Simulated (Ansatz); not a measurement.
For TaSi (model structure, from the WC type, P-6m2, No. 187), PBE (Ansatz, a program for electronic structure, PAW) gives:

- lattice parameter a = 3.043 Å
- c axis length = 4.012 Å

What does r²SCAN (Ansatz, PAW) give for the same quantities?


- lattice constant a: 3.032 Å (drops by 0.4 %)
- lattice parameter c: 3.983 Å (drops by 0.7 %)

Changes are worked out from the printed values.

Unless a cell is named, each level is at its own relaxed cell (PBE 16.09, r²SCAN 15.86 Å³/atom).

Levels without +SOC leave out spin–orbit coupling, which shifts energies and cells of such heavy elements.

Ansatz's density-functional and Hartree–Fock values are scalar-relativistic unless marked +SOC, with PAW data made under PBE.

A model structure was made by putting elements into a prototype or built by hand; it is no filed structure, need not be a known phase, and can be a saddle point held by its symmetry.
